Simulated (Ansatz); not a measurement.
# Effect of isotropic strain +4.99 % on ZrIr

Consider ZrIr in the CsCl type structure (space group Pm-3m, No. 221; a = 3.2690 Å; relaxed with 0.1 eV smearing).

It is then changed as follows: an isotropic linear strain of +4.99 %; the atoms relax in the strained cell.

Level of theory: PBEsol/PAW in Ansatz (a quantum-chemistry and plane-wave program), spin-orbit coupling left out. Γ-centred 18×18×18 mesh, Fermi–Dirac width 0.1 eV.

```tsv
quantity	base	changed	shift
volume per atom	17.47 Å³	20.21 Å³	+2.747 Å³
space group	Pm-3m (No. 221)	Pm-3m (No. 221)	–
shortest interatomic distance	283.1 pm	297.2 pm	+14.1 pm
energy relative to the base (free energy F)	0 meV/atom	+0.215 eV/atom	+0.215 eV/atom
pressure	0.0 GPa	-22.0 GPa	-22.0 GPa
band gap	zero	zero	–
```

Whether these cells are dynamically stable was not tested. All final runs are without spin polarisation. An odd electron count without spin: ZrIr.
